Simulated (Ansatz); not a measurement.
Results of HSE06 (Ansatz, a quantum-chemistry and plane-wave program, plane waves, PAW) for ZnO (model structure, started from the CsCl type, Pm-3m, No. 221, 2 atoms in the cell).

Input:

Ansatz 0.2 input:
```yaml
crystal:
  lattice:
    - [2.6442347916, 0.0, 0.0]
    - [0.0, 2.6442347916, 0.0]
    - [0.0, 0.0, 2.6442347916]
  atoms:
    - { symbol: Zn, position: [0.0, 0.0, 0.0] }
    - { symbol: O, position: [0.5, 0.5, 0.5] }
basis:
  ecutwfc: 460
  ecutrho_ratio: 4
  xc_grid: 2
kpoints:
  mp_grid: { grid: [10, 10, 10] }
hamiltonian:
  xc: hse06
  dispersion: none
  pseudopotentials: { kind: paw }
scf:
  occupations: { method: fermi_dirac, width: 0.01 }
  convergence: { dr2_threshold: 0.0000000002 }
output:
  forces: true
  stress: true
  eigenvalues: true
```

### Question
How many irreducible k-points, plane waves at Γ does the program set up, and what pressure does the run end with?

### Answer
56 irreducible k-points, 437 plane waves at Γ; P = 0.62 GPa, so the cell is compressed on average and its volume would grow at this level.

From the output:

```
WARN output.stress: scf.exx.energy_threshold = 1e-6 eV is looser than the 2e-8 eV advised for a stress under a hybrid functional (1e-8 eV for each atom of the …
Crystal: 2 atoms, lattice volume = 18.488 Å³
Basis set: ecut = 460 eV, 437 PW (Γ), exchange–correlation on 40×40×40 points (8 copies of the dense FFT grid, shifted against one another)
Bands: 13, of which v1, the nominal top of the filled ones, is band 9 counted from 1 (8 counted from 0)
Symmetry: 48 space group operations
Space group: Pm-3m (ITA 221), of the structure as read, at distance tolerance 2.6e-5 Å
k-points: 56 of 1000
SCF iter   1: F=—  HF=-3885.378123 eV  |F-HF|=—  |Δ(HF+E_count)|=         —  Δρ=3.44e-3  dr2=1.18e-3
SCF iter   2: F=—  HF=-3885.377945 eV  |F-HF|=—  |Δ(HF+E_count)|=   1.78e-4  Δρ=1.00e-3  dr2=1.38e-4
  ...
SCF 1 converged in 6 iterations: F = -3885.377952 eV  dr2 = 8.88e-11
Crystal: 2 atoms, lattice volume = 18.488 Å³
Initial density: handed on by an earlier stage of this run
Crystal: 2 atoms, lattice volume = 18.488 Å³
SCF iter   7: F=—  HF=-3885.132721 eV  |F-HF|=—  |Δ(HF+E_count)|=   2.20e-9  Δρ=1.61e-6  dr2=3.81e-10
SCF iter   8: F=-3885.132721 eV  HF=-3885.132721 eV  |F-HF|=4.55e-12  |Δ(HF+E_count)|=  1.48e-10  Δρ=1.30e-7  dr2=1.06e-11
SCF 3 converged in 8 iterations: F = -3885.132721 eV  dr2 = 1.06e-11
Free energy (F): -3885.132721 eV
Internal energy: -3885.132721 eV  (E = F + TS)
E sigma→0 (E₀):  -3885.132721 eV
Fermi energy:    10.736114 eV
--- Stress (GPa, compression-positive) ---
        0.617332      -0.000000      -0.000000
       -0.000000       0.617332       0.000000
        0.000000       0.000000       0.617332
  P = ⅓ Tr σ = 0.6173 GPa (6.173 kbar)
```

The PAW data were made under PBE.

Note: the relaxation could raise the start's symmetry but not lower it, so the cell can be a saddle point. Note: cell and atoms aren't relaxed at this level (pressure 0.6 GPa).

Cost on a shared machine: around 120 core-seconds (rough).

A model structure was made by putting elements into a prototype or built by hand; it is no filed structure, need not be a known phase, and can be a saddle point held by its symmetry.
